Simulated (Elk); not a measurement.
Elk run on Tc3Sn (P-6m2, 4 atoms in the cell): self-consistent single point

Method: PBEsol, all-electron FP-LAPW, Elk's shipped species files, default APW+lo basis (Elk).

This input was run:

```
tasks
  0

xctype
  22

rgkmax
  7.0

rmtscf
  0.89

stype
  3

swidth
  0.00183747

avec
    5.4470674701    0.0000000125    0.0000000000
   -2.7235337459    4.7172987990    0.0000000000
    0.0000000000    0.0000000000   15.9869280568

atoms
  2   : nspecies
  'Tc.in'   : spfname
  3   : natoms; atposl, bfcmt below
  0.0000000000  0.0000000000  0.5000000000    0.0 0.0 0.0
  0.3333333333  0.6666666667  0.2617800000    0.0 0.0 0.0
  0.3333333333  0.6666666667  0.7382200000    0.0 0.0 0.0
  'Sn.in'   : spfname
  1   : natoms; atposl, bfcmt below
  0.0000000000  0.0000000000  0.0000000000    0.0 0.0 0.0

ngridk
  12 12 4
```

Output (repeated stretches shortened):

```
│ Elk code version 10.2.4 │

All units are atomic (Hartree, Bohr, etc.)

│ Ground-state run starting from atomic densities │

Lattice vectors :
   5.447067470      0.1250000000E-07   0.000000000
  -2.723533746       4.717298799       0.000000000
   0.000000000       0.000000000       15.98692806

Unit cell volume      :    410.7912285
Brillouin zone volume :   0.6038352239

Muffin-tin inner radius fraction :   0.1000000000E-01

Nuclei treated as point charges

Species :    1 (Tc)
 parameters loaded from : Tc.in
 name : technetium
 nuclear charge    :   -43.00000000
 electronic charge :    43.00000000
 atomic mass :    178643.0715
 muffin-tin radius :    2.314000000
 number of radial points in muffin-tin :    597
 atomic positions (lattice), magnetic fields (Cartesian) :
   1 :   0.00000000  0.00000000  0.50000000    0.00000000  0.00000000  0.00000000
   2 :   0.33333333  0.66666667  0.26178000    0.00000000  0.00000000  0.00000000
   3 :   0.33333333  0.66666667  0.73822000    0.00000000  0.00000000  0.00000000

Species :    2 (Sn)
 parameters loaded from : Sn.in
 name : tin
 nuclear charge    :   -50.00000000
 electronic charge :    50.00000000
 atomic mass :    216395.0920
 muffin-tin radius :    2.314000000
 number of radial points in muffin-tin :    597
 atomic positions (lattice), magnetic fields (Cartesian) :
   1 :   0.00000000  0.00000000  0.00000000    0.00000000  0.00000000  0.00000000

Total number of atoms per unit cell :    4

Spin treatment :
 spin-unpolarised

Number of Bravais lattice symmetries :   24
Number of crystal symmetries         :   12
Crystal has no inversion symmetry
Complex Hermitian eigensolver will be used

k-point grid :     12    12     4
k-point offset :    0.000000000       0.000000000       0.000000000
k-point set is reduced with full crystal symmetry group
Total number of k-points :       93

Muffin-tin radius times maximum |G+k| :    7.000000000
 using average radius
   [... lines left out ...]
Maximum |G| for potential and density :    12.00000000
 potential will be trimmed for |G| > 2 gkmax
Constant for pseudocharge density :    7
Radial integration step length :    4

G-vector grid sizes :     21    21    63
Number of G-vectors :    12013

Maximum angular momentum used for
 APW functions                      :    8
 outer part of muffin-tin           :    6
 inner part of muffin-tin           :    1

Total nuclear charge    :   -179.0000000
Total core charge       :    114.0000000
Total valence charge    :    65.00000000
Total excess charge     :    0.000000000
Total electronic charge :    179.0000000

Effective Wigner radius, rₛ :   0.8182634899

Number of empty states         :   16
Total number of valence states :   49
Total number of core states    :  114

Total number of local-orbitals :   71

Exchange-correlation functional :     22     0     0
 PBEsol, Phys. Rev. Lett. 100, 136406 (2008)
 gradient requirement :    1
 generalised gradient approximation (GGA)

Smearing type :    3
 Fermi-Dirac
Smearing width :   0.1837470000E-02
Effective electronic temperature (K) :    580.2271348

Mixing type :    3
 Broyden mixing, J. Phys. A: Math. Gen. 17, L317 (1984)

Kohn-Sham potential initialised from atomic data
│ Self-consistent loop started │
│ Loop number : 1 │
 total energy                :     -19023.1338583
│ Loop number : 2 │
 total energy                :     -19023.6033130
RMS change in Kohn-Sham potential (target) :   0.1509660891     (  0.1000000000E-05)
Absolute change in total energy (target)   :   0.4694546262     (  0.1000000000E-03)
│ Loop number : 3 │
 total energy                :     -19023.9178304
RMS change in Kohn-Sham potential (target) :   0.1530581866     (  0.1000000000E-05)
Absolute change in total energy (target)   :   0.4318811536     (  0.1000000000E-03)
│ Loop number : 4 │
 total energy                :     -19024.8866853
RMS change in Kohn-Sham potential (target) :   0.1415647348     (  0.1000000000E-05)
Absolute change in total energy (target)   :    1.076825173     (  0.1000000000E-03)
│ Loop number : 5 │
 total energy                :     -19025.7171355
RMS change in Kohn-Sham potential (target) :   0.1296652861     (  0.1000000000E-05)
Absolute change in total energy (target)   :    1.099656458     (  0.1000000000E-03)
   [... lines left out ...]
Absolute change in total energy (target)   :   0.3346046775E-02 (  0.1000000000E-03)
│ Loop number : 14 │
 total energy                :     -19029.7997442
RMS change in Kohn-Sham potential (target) :   0.1925519208E-04 (  0.1000000000E-05)
Absolute change in total energy (target)   :   0.2405183088E-02 (  0.1000000000E-03)
│ Loop number : 15 │
 total energy                :     -19029.7992846
RMS change in Kohn-Sham potential (target) :   0.3100254615E-05 (  0.1000000000E-05)
Absolute change in total energy (target)   :   0.1416620435E-03 (  0.1000000000E-03)
│ Loop number : 16 │
 total energy                :     -19029.7993622
RMS change in Kohn-Sham potential (target) :   0.2673532083E-05 (  0.1000000000E-05)
Absolute change in total energy (target)   :   0.1130294950E-03 (  0.1000000000E-03)
│ Loop number : 17 │
 total energy                :     -19029.7993618
RMS change in Kohn-Sham potential (target) :   0.7804942980E-06 (  0.1000000000E-05)
Absolute change in total energy (target)   :   0.2790935105E-04 (  0.1000000000E-03)
Convergence targets achieved

│ Loop number : 18 │

Energies :
 Fermi                       :     0.485322294492
 sum of eigenvalues          :     -11356.0501123
 electron kinetic            :      19849.0850566
 core electron kinetic       :      19272.9362102
 Coulomb                     :     -38336.2419550
 Coulomb potential           :     -30492.2431119
 nuclear-nuclear             :     -1991.80380486
 electron-nuclear            :     -42196.6331883
 Hartree                     :      5852.19503819
 Madelung                    :     -23090.1203990
 xc potential                :     -712.892056985
 exchange                    :     -531.926134735
 correlation                 :     -10.7150646427
 electron entropic           :    -0.128662541763E-02
 total energy                :     -19029.7993843

Density of states at Fermi energy :    123.2344150
 (states/Hartree/unit cell)

Estimated indirect band gap :   0.1612505833E-03
 from k-point     18 to k-point     91
Estimated direct band gap   :   0.1640458373E-02
 at k-point     76

Charges :
 core                        :    114.0000000
 valence                     :    65.00000000
 interstitial                :    8.677588161
 muffin-tins (core leakage)
  species :    1 (Tc)
   atom    1                 :    40.87178248     (  0.1140647832E-05)
   atom    2                 :    40.90446479     (  0.1148096132E-05)
   atom    3                 :    40.90446479     (  0.1148096132E-05)
  species :    2 (Sn)
   atom    1                 :    47.64169979     (  0.3773210615E-03)
 total in muffin-tins        :    170.3224118
 total calculated charge     :    179.0116353
 total charge                :    179.0000000
 error                       :   0.1163527997E-01

│ Self-consistent loop stopped │
```

The run converged in 18 iterations. The count includes the last loop, which Elk runs after its targets are met.

The starting cell comes from a database of computed structures (which also holds hypothetical and non-ambient phases and stackings), without a prior relaxation at this level. Its lattice was rescaled by a random factor within 2.5 % of one. Spin polarisation is off. Values depend on the basis (sphere radii, cutoffs, local orbitals), which need not be converged. The log's line on a gap gives a spacing of levels on this mesh, which the program prints for metals too.

Cost on one core of a shared machine: roughly 40 s.
